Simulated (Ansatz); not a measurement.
We consider RbOH (Cmc2₁, No. 36; cell taken from a computed entry), described by LDA (Ansatz, a first-principles code, PAW).

Settings: plane-wave cutoff 500 eV, 10×10×10 k mesh, gaussian smearing 0.02 eV, scalar-relativistic PAW data made under PBE.

Cell (relaxed at this level):

```cif
data_H2O2Rb2
_chemical_formula_sum 'Rb2 H2 O2'
_space_group_name_H-M_alt 'P 1'
_space_group_IT_number 1
_cell_length_a 5.51308
_cell_length_b 5.51308
_cell_length_c 4.05493
_cell_angle_alpha 90.000
_cell_angle_beta 90.000
_cell_angle_gamma 137.214
loop_
_space_group_symop_operation_xyz
  'x, y, z'
loop_
_atom_site_label
_atom_site_type_symbol
_atom_site_fract_x
_atom_site_fract_y
_atom_site_fract_z
_atom_site_occupancy
Rb1 Rb 0.63867 0.36133 0.25181 1
Rb2 Rb 0.36133 0.63867 0.75181 1
H1 H 0.97510 0.02490 0.41312 1
H2 H 0.02490 0.97510 0.91312 1
O1 O 0.90913 0.09087 0.23046 1
O2 O 0.09087 0.90913 0.73046 1
```

Task: Predict the band gap.

Result: 
- band gap: 3.83 eV (on the SCF k mesh)

Note: the relaxation could not lower the start's symmetry, so the cell can be a saddle point above a distorted one.

Spin–orbit coupling is not included.

Computed values are for the static lattice.
